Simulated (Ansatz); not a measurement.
TaAs (model structure, started from the NbAs type, I4₁md, No. 109, 4 atoms in the cell), treated with r²SCAN (PAW; Ansatz, a program for electronic structure).

Input:

Ansatz 0.2 input:
```yaml
crystal:
  lattice:
    - [-1.732213649, 1.732213649, 5.8950081008]
    - [1.732213649, -1.732213649, 5.8950081008]
    - [1.732213649, 1.732213649, -5.8950081008]
  atoms:
    - { symbol: Ta, position: [0.7492821308, 0.7492821308, 0.0] }
    - { symbol: Ta, position: [0.4992821308, -0.0007178692, 0.5] }
    - { symbol: As, position: [0.1667178692, 0.1667178692, 0.0] }
    - { symbol: As, position: [0.9167178692, 0.4167178692, 0.5] }
basis:
  ecutwfc: 560
  ecutrho_ratio: 4
  xc_grid: 3
kpoints:
  mp_grid: { grid: [22, 22, 22] }
hamiltonian:
  xc: r2scan
  dispersion: none
  pseudopotentials: { azcp: { folder: ./paw }, kind: paw }
scf:
  occupations: { method: fermi_dirac, width: 0.05 }
output:
  forces: true
  stress: true
  eigenvalues: true
relax:
  f_tol: 0.004
  escape_saddle: false
  max_steps: 80
  cell: { stress_tol: 0.02, fix: [volume] }
```

Output (set-up and result lines):

```
Relaxation: its limit of steps is 80 (relax.max_steps)
Crystal: 4 atoms, lattice volume = 70.753 Å³
Basis set: ecut = 560 eV, 2171 PW (Γ), FFT grids on a1+a3, a2+a3, a3, exchange–correlation on 81×81×150 points (27 copies of the dense FFT grid, shifted against one another)
Bands: 34, of which v1, the nominal top of the filled ones, is band 28 counted from 1 (27 counted from 0)
Symmetry: 8 space group operations
Space group: I41md (ITA 109), of the structure as read, at distance tolerance 4.1e-5 Å
k-points: 834 of 10648 (time reversal used)
Initial density: superposition of atomic densities (chi_scale 0.1, normalization cell, long waves kept (reshape's long-wave potential 0.00 eV rms))
Functional: x = r2scan, c = r2scan; τ floored in thin density (d = 2e-4 eV/Å³)
SCF iter   1: F=—  HF=-29621.986746 eV  |F-HF|=—  |Δ(HF+E_count)|=         —  Δρ=4.14e-2  dr2=1.18e0  dr2_τ=3.61e-2
SCF iter   2: F=—  HF=-29622.072012 eV  |F-HF|=—  |Δ(HF+E_count)|=   8.53e-2  Δρ=2.58e-2  dr2=3.93e-1  dr2_τ=4.81e-3
  ...
SCF 1 converged in 8 iterations: F = -29622.065727 eV  dr2 = 5.79e-8
Crystal: 4 atoms, lattice volume = 70.753 Å³
Basis set: ecut = 560 eV, 2163 PW (Γ), FFT grids on a1+a3, a2+a3, a3, exchange–correlation on 81×81×150 points (27 copies of the dense FFT grid, shifted against one another)
Initial density: handed on by an earlier stage of this run
SCF 2 converged in 5 iterations: F = -29622.065400 eV  dr2 = 1.48e-7
Crystal: 4 atoms, lattice volume = 70.753 Å³
SCF 3 converged in 10 iterations: F = -29622.065998 eV  dr2 = 1.32e-12
Crystal: 4 atoms, lattice volume = 70.753 Å³
SCF iter   2: F=—  HF=-29622.065999 eV  |F-HF|=—  |Δ(HF+E_count)|=   2.26e-7  Δρ=3.74e-6  dr2=3.26e-10  dr2_τ=2.17e-9
SCF iter   3: F=-29622.065999 eV  HF=-29622.065999 eV  |F-HF|=2.55e-11  |Δ(HF+E_count)|=   8.34e-8  Δρ=1.04e-7  dr2=2.00e-12  dr2_τ=3.94e-12
SCF 4 converged in 3 iterations: F = -29622.065999 eV  dr2 = 2.00e-12
SCF converged after 3 iterations
Free energy (F): -29622.065999 eV
Internal energy: -29622.063539 eV  (E = F + TS)
E sigma→0 (E₀):  -29622.064769 eV
Fermi energy:    16.298802 eV
--- Forces (eV/Å), atoms counted from 1 ---
  atom   1  Ta    -0.00000000     0.00000000    -0.00124138
  atom   2  Ta     0.00000000     0.00000000    -0.00124138
  atom   3  As    -0.00000000     0.00000000     0.00124299
  atom   4  As     0.00000000     0.00000000     0.00124299
--- Stress (GPa, compression-positive) ---
       -3.534700       0.000000      -0.000000
        0.000000      -3.534700       0.000000
       -0.000000       0.000000      -3.529476
  P = ⅓ Tr σ = -3.5330 GPa (-35.330 kbar)
```

The cell is one volume of an energy–volume scan, off the minimum.

The PAW data were made under PBE.

Note: the relaxation could raise the start's symmetry but not lower it, so the cell can be a saddle point.

Computing time: very roughly 22 core-minutes.

A model structure was made by putting elements into a prototype or built by hand; it is no filed structure, need not be a known phase, and can be a saddle point held by its symmetry.
